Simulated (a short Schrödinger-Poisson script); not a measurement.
Structure: symmetric double-gate stack, Si3N4 on p-type Si(100), at 300 K.

```csv
layer,material,thickness (nm),Na (cm⁻³)
1,Si3N4,2.7,-
2,Si,4,3e16
3,Si3N4,2.7,-
```

The device is made up for the run: typed textbook-type constants, with dimensions and the other settings drawn at random. Si3N4: permittivity 7.5, conduction-band edge (eV) 1.95, gap (eV) 5.1, electron mass (mₑ) 0.5. Si: permittivity 11.7, conduction-band edge (eV) 0, gap (eV) 1.124, Nv at 300 K (cm⁻³) 3.1e19.

Channel valleys (confinement mass, in-plane density-of-states mass, number): Δ2 0.916, 0.19, 2; Δ4 0.19, 0.417, 4. At the gates, both at one voltage, the conduction-band edge of layer 1 lies 2.34 eV − eVg above the Fermi level of the channel. Gaps are held at their typed values at every temperature. Mesh 0.03 nm at interfaces.

Solved with a short Schrödinger-Poisson script written for these runs: 1D Poisson equation in equilibrium, electrons quantum, Hartree (BenDaniel-Duke, 12 states a valley, the channel's in-plane mass for all, wave functions ending at the dielectric), parabolic valleys, classical holes, full ionisation, no traps, pinning or gate leakage.

Q: List the lowest subbands of each valley and their electrons at Vg = 1.1 V.

A: 
| valley | subband | energy from the Fermi level (meV) | electrons (cm⁻²) | share (%) |
|---|---|---|---|---|
| Δ2 | 0 | -56.3 | 9.38e12 | 60.7 |
| Δ2 | 1 | -2.9 | 3.08e12 | 19.9 |
| Δ2 | 2 | 124.8 | 3.27e10 | 0.2 |
| Δ4 | 0 | 44.4 | 2.97e12 | 19.2 |
| Δ4 | 1 | 391.3 | 4800000 | 0.0 |
| Δ4 | 2 | 1005.7 | < 1e6 | 0.0 |

All electrons: 1.55e13 cm⁻².
